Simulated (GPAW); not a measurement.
Band structure of FePt (P4/mmm, 2 atoms in the cell).

```yaml
crystal:
  lattice:
    - [2.68708, 0.00000, 0.00000]
    - [0.00000, 2.68708, 0.00000]
    - [0.00000, 0.00000, 3.68130]
  atoms:
    - { symbol: Fe, position: [0.00000, 0.00000, 0.00000], spin: 4.0 }
    - { symbol: Pt, position: [0.50000, 0.50000, 0.50000], spin: 1.0 }
```
(The spins are starting values, not results.)

Level of theory: PBE, GPAW PAW datasets PBE (gpaw-data 1.0.1) (plane waves; GPAW).

Settings: spinpol = true; mode = pw; ecut = 800 eV; xc = PBE; kpts = 12 12 9; mesh shift (steps) = 0 0 0; occupations.name = methfessel-paxton; occupations.width = 0.1 eV; occupations.order = 0; nbands = -6; convergence.density = 1e-05 e/electron; symmetry.symmorphic = false; symmetry.tolerance = 0.0005; maxiter = 150.

The starting cell comes from a database of computed structures (which also holds hypothetical and non-ambient phases and stackings), without a prior relaxation at this level. Its lattice was rescaled by a random factor within 2.5 % of one. Spin-orbit coupling is off. The starting moments vanished: the run ended non-magnetic, which need not be the lowest state.

Levels in eV from the Fermi level, bands 8 to 15 of the first spin channel:
```json
[
 {"point": "Γ", "8": "-3.02", "9": "-1.74", "10": "-1.36", "11": "-0.49", "12": "0.42", "13": "0.74", "14": "0.74", "15": "2.45"},
 {"point": "X", "8": "-3.00", "9": "-2.08", "10": "-1.92", "11": "-1.88", "12": "-0.77", "13": "-0.37", "14": "1.69", "15": "2.10"},
 {"point": "M", "8": "0.32", "9": "0.45", "10": "0.47", "11": "0.68", "12": "0.82", "13": "0.82", "14": "1.80", "15": "1.80"},
 {"point": "Z", "8": "-2.41", "9": "-2.41", "10": "-2.33", "11": "-1.07", "12": "-0.97", "13": "-0.60", "14": "-0.60", "15": "0.07"},
 {"point": "R", "8": "-2.94", "9": "-1.49", "10": "-0.50", "11": "-0.44", "12": "0.19", "13": "0.48", "14": "0.50", "15": "0.51"},
 {"point": "A", "8": "-2.21", "9": "-2.21", "10": "-1.96", "11": "-0.43", "12": "0.46", "13": "0.68", "14": "7.49", "15": "7.49"}
]
```

Bands cross the Fermi level along this path, so the cell is metallic at this level.

The net moment of the cell came out as 0.00 μB.
